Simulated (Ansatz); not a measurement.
Ansatz (a quantum-chemistry and plane-wave program) run on VIr₃ (Pm-3m, 4 atoms in the cell): self-consistent single point.

Method of the run: LDA (PW92), default PAW files made with PBE (plane waves; Ansatz).

```
CELL_PARAMETERS angstrom
      3.90373     0.00000     0.00000
      0.00000     3.90373     0.00000
      0.00000     0.00000     3.90373
ATOMIC_POSITIONS crystal
  V  0.00000 0.00000 0.00000
  Ir 0.00000 0.50000 0.50000
  Ir 0.50000 0.00000 0.50000
  Ir 0.50000 0.50000 0.00000
```
Moments meant for the start (each program seeds them in its own way; μB, in the order of the atoms V Ir Ir Ir): 2.0 0.0 0.0 0.0.

Reference input (self-consistent single point, DFT, LDA (PW92), plane waves, default PAW files made with PBE): basis.ecutwfc = 30.9 Ry; kpoints.mp_grid.grid = 9 9 9; hamiltonian.xc = lda; hamiltonian.pseudopotentials = {kind: paw} (the program's default PAW files); magnetization.spin_polarized = true; scf.occupations.method = cold; scf.occupations.width = 0.02 Ry. This run's input differs from it in these lines:

Ansatz 0.2 input:
```diff
@@ -13,3 +13,3 @@
 kpoints:
-  mp_grid: { grid: [9, 9, 9] }
+  mp_grid: { grid: [6, 6, 6], shift: [0.5, 0.5, 0.5] }
 hamiltonian:
```

Output, abridged:

```
SCF iter   1: F=—  HF=-37853.628974 eV  |F-HF|=—  |Δ(HF+E_count)|=         —  Δρ=7.67e-2 (↑7.67e-2 ↓6.61e-2)  dr2=3.28e0  dr2_m=2.09e0  M=0.145 μB ∫|m|=0.325 μB  β_m=0.30  ethr=3.10e-3  ⟨swp⟩=4.2  Hψ=2321  notcnv=0
Mixer restart at iter 1: flushing history
all-band conjugate gradients solve this SCF's bands
preconditioner: auto → Kerker (q_TF=auto, 2.762 Å⁻¹)
spin=Collinear: Kerker preconditioning applied to the charge; magnetization (m = ρ↑ − ρ↓) channel mixes plain (no charge-response kernel on spin).
   [... lines left out ...]
SCF iter  15: F=—  HF=-37852.016867 eV  |F-HF|=—  |Δ(HF+E_count)|=   1.57e-9  S|Δr|=    0.00e0  Δρ=4.64e-6 (↑2.66e-6 ↓4.64e-6)  dr2=5.52e-8  dr2_m=5.63e-10  M=0.000 μB ∫|m|=0.000 μB  β_m=0.97  ethr=1.10e-10  ⟨swp⟩=3.0  Hψ=1689  notcnv=0
SCF iter  16: F=-37852.016867 eV  HF=-37852.016867 eV  |F-HF|=2.91e-11  |Δ(HF+E_count)|=   2.87e-9  S|Δr|=    0.00e0  Δρ=2.99e-7 (↑2.99e-7 ↓1.79e-7)  dr2=1.02e-10  dr2_m=1.04e-11  M=0.000 μB ∫|m|=0.000 μB  ethr=8.63e-11  ⟨swp⟩=2.4  Hψ=1568  notcnv=0
SCF 1 converged in 16 iterations: F = -37852.016867 eV  dr2 = 1.02e-10
WARN: the starting moments were not kept: the SCF closed with an absolute magnetisation of 1.2e-5 μB, where they sum to 2 μB in size (1 site) …
   [... lines left out ...]
Absolute magnetization: 0.0000 μB (∫|ρ↑−ρ↓|, with the PAW one-centre terms)
Free energy (F): -37852.016867 eV
Fermi energy:    21.443374 eV
   [... lines left out ...]
  atom   1  V     -0.00000000    -0.00000000    -0.00000000
   [... zero for the other atoms too ...]
--- Stress (GPa, compression-positive) ---
      -29.835304       0.000000       0.000000
        0.000000     -29.835304       0.000000
        0.000000       0.000000     -29.835304
  P = ⅓ Tr σ = -29.8353 GPa (-298.353 kbar)
  The stress holds the Pulay correction. Without it, at fixed plane waves, as pw.x and ABINIT print it: P = -29.8852 GPa
```

The run converged in 16 iterations. Against the reference run the free energy drops by 1.0 meV/atom and the pressure stays at -29.84 GPa.

The starting cell comes from a database of published, mostly measured structures (it also holds non-ambient and calculated ones), without a prior relaxation at this level. Its lattice was rescaled by a random factor within 2.5 % of one. The starting moments vanished: the run ended non-magnetic, which need not be the lowest state. The program warned that a starting moment was not kept. Ansatz's pressure includes its estimate of the finite-basis (Pulay) stress.
